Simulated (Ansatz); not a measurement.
Mo₂SnC (model structure, started from the MAX type, P6₃/mmc, No. 194, 8 atoms in the cell) was calculated with LDA (PAW; Ansatz, an electronic-structure program).

Run with plane-wave cutoff 520 eV, 24×24×4 k mesh (along the axes of the cell as run), Fermi–Dirac smearing 0.05 eV, no spin polarisation, scalar-relativistic PAW data made under PBE.

Cell (relaxed at this level):

```xyz
8
Lattice="3.1410 0.0000 0.0000 -1.5705 2.7202 0.0000 0.0000 0.0000 13.2678" Properties=species:S:1:pos:R:3 pbc="T T T"
Sn     0.0000     1.8135     9.9509
Sn     1.5705     0.9067     3.3170
Mo     0.0000     1.8135     1.0802
Mo     1.5705     0.9067     7.7141
Mo     1.5705     0.9067    12.1876
Mo     0.0000     1.8135     5.5537
C      0.0000     0.0000     0.0000
C      0.0000     0.0000     6.6339
```

Problem. Estimate the bulk modulus that the calculation returns.

Solution. 
- bulk modulus = 212 GPa

Note: the run has no spin polarisation, so it can have missed a magnetic state; the bulk modulus is −V dP/dV from two relaxed cells at ±2 % in volume; the relaxation could raise the start's symmetry but not lower it, so the cell can be a saddle point.

Spin–orbit coupling is not included; it can open a gap where bands touch, and shift volumes and moduli.

Computed values are for the static lattice.

A model structure was made by putting elements into a prototype or built by hand; it is no filed structure, need not be a known phase, and can be a saddle point held by its symmetry.
